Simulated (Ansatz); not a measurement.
The starting structures come from a database of crystals and need not be the phases stable at ambient conditions.

Crystal: ScAlCO (P6_3mc, not sure to be the ambient phase, 8 atoms a cell, 11.6 Å³ an atom); planes in its conventional cell.

Method: r2SCAN (plane waves, PAW; Ansatz, a quantum-chemistry and plane-wave program).

No gap correction and no spin-orbit coupling; mid-gap values are interpolated between computed energies.

```json
[
 {"plane": "(001)", "area of the cell (Å²)": "9.1", "mid-gap κ (1/Å)": "0.30", "largest κ in the gap (1/Å)": "0.31"},
 {"plane": "(111)", "area of the cell (Å²)": "57.8", "mid-gap κ (1/Å)": "…", "largest κ in the gap (1/Å)": "…"},
 {"plane": "(110)", "area of the cell (Å²)": "57.1", "mid-gap κ (1/Å)": "…", "largest κ in the gap (1/Å)": "…"}
]
```

Problem. The slowest decay depends on the direction. Supply the withheld values.

Solution. 
- (111), mid-gap κ (1/Å): 0.19
- (111), largest κ in the gap (1/Å): 0.20
- (110), mid-gap κ (1/Å): 0.19
- (110), largest κ in the gap (1/Å): 0.19
